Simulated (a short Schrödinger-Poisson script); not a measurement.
## MOS inversion layer, HfO2 on p-type GaAs

Stack: MOS inversion layer, HfO2 on p-type GaAs, at 400 K.

```
layer  material  thickness (nm)  Na (cm⁻³)
-----  --------  --------------  ---------
1          HfO2             9.8          -
2          GaAs            1200     1.8e17
```

Constants are typed, rounded textbook-type inputs, not results; the design itself was drawn at random and stands for no fabricated device. HfO2: permittivity 22, conduction-band edge (eV) 1.57, gap (eV) 5.7, electron mass (mₑ) 0.2. GaAs: permittivity 12.9, conduction-band edge (eV) 0, gap (eV) 1.424, Nv at 300 K (cm⁻³) 9e18.

Channel valleys (confinement mass, in-plane density-of-states mass, number): Γ 0.067, 0.067, 1. At the gate the conduction-band edge of layer 1 lies 1.92 eV − eVg above the Fermi level of the channel; the field vanishes at the back. Gaps are held at their typed values at every temperature. Mesh 0.03 nm at interfaces.

Solved with a short Schrödinger-Poisson script written for these runs: 1D Poisson equation in equilibrium, electrons quantum, Hartree plus LDA exchange-correlation (BenDaniel-Duke, 12 states a valley, the channel's in-plane mass for all, wave functions ending at the dielectric), parabolic valleys, classical holes, full ionisation, no traps, pinning or gate leakage.

| Vg (V) | electrons (cm⁻²) | C (μF/cm²) | Γ E0 (meV) | Γ E1 (meV) |
|---|---|---|---|---|
| 0.2 | 4.42e6 | 0.123 | 425.4 | 532.6 |
| 0.25 | 1.60e7 | 0.120 | 380.9 | 490.0 |
| 0.3 | 5.87e7 | 0.118 | 336.0 | 447.2 |
| 0.35 | 2.16e8 | 0.116 | 291.0 | 404.1 |
| 0.4 | 8.02e8 | 0.116 | 245.7 | 360.7 |
| 0.45 | 2.99e9 | 0.122 | 200.3 | 317.3 |
| 0.5 | 1.10e10 | 0.150 | 155.1 | 274.1 |
| 0.55 | 3.84e10 | 0.240 | 111.6 | 232.8 |
| 0.6 | 1.13e11 | 0.423 | 72.9 | 196.8 |
| 0.65 | 2.58e11 | 0.626 | 42.0 | 168.6 |
| 0.7 | 4.64e11 | 0.775 | 17.9 | 147.6 |
| 0.75 | 7.11e11 | 0.871 | -1.4 | 131.3 |
| 0.8 | 9.85e11 | 0.933 | -18.0 | 117.8 |
| 0.85 | 1.28e12 | 0.975 | -32.7 | 106.1 |
| 0.9 | 1.58e12 | 1.01 | -46.3 | 95.5 |
| 0.95 | 1.89e12 | 1.03 | -59.0 | 85.8 |
| 1 | 2.21e12 | 1.05 | -71.2 | 76.7 |
| 1.05 | 2.54e12 | 1.06 | -82.9 | 68.0 |
| 1.1 | 2.87e12 | 1.08 | -94.3 | 59.7 |
| 1.15 | 3.20e12 | 1.09 | -105.5 | 51.7 |
| 1.2 | 3.54e12 | 1.10 | -116.3 | 44.1 |

Subbands count from the Fermi level.

Above a few 1e12 electrons/cm² a light Γ valley is non-parabolic and upper valleys begin to fill, which the model leaves out.
